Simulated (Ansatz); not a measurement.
Response to strain in HfS2

The reference is HfS$_{2}$ in the CdI2 type structure (space group P-3m1, No. 164; a = 3.606 Å, c = 5.768 Å; layered, stacked along the Cartesian z axis).

Strains are applied to the cell and any free atomic positions relax.

Calculations: PBE-D3(BJ)/PAW in Ansatz (an electronic-structure program), scalar-relativistic without spin-orbit coupling.

Notes on the quantities. energy relative to the base: free energy F.

| variant | volume per atom | energy relative to the base | smallest direct gap | largest internal atomic displacement |
|---|---|---|---|---|
| base | 21.65 Å³ | 0 meV/atom | 1.81 eV | – |
| isotropic strain −3.00 % | 19.76 Å³ | +28 meV/atom | 1.43 eV | 0.081 Å |
| isotropic strain −2.50 % | 20.06 Å³ | +19 meV/atom | 1.50 eV | 0.068 Å |
| isotropic strain −2.00 % | 20.37 Å³ | +12 meV/atom | 1.57 eV | 0.054 Å |
| isotropic strain −1.50 % | 20.69 Å³ | +6.6 meV/atom | 1.63 eV | 0.041 Å |
| isotropic strain −1.00 % | 21.00 Å³ | +2.9 meV/atom | 1.70 eV | 0.028 Å |
| isotropic strain −0.50 % | 21.32 Å³ | +0.7 meV/atom | 1.76 eV | 0.014 Å |
| isotropic strain +1.50 % | 22.64 Å³ | +6.0 meV/atom | 1.87 eV | 0.043 Å |
| isotropic strain +2.00 % | 22.97 Å³ | +11 meV/atom | 1.87 eV | 0.058 Å |
| isotropic strain +2.50 % | 23.31 Å³ | +16 meV/atom | 1.88 eV | 0.072 Å |

Spin-orbit coupling, missing from the scalar runs, can matter with Hf. Gaps are read on the SCF mesh and a high-symmetry path. Stability against distortions was not tested.
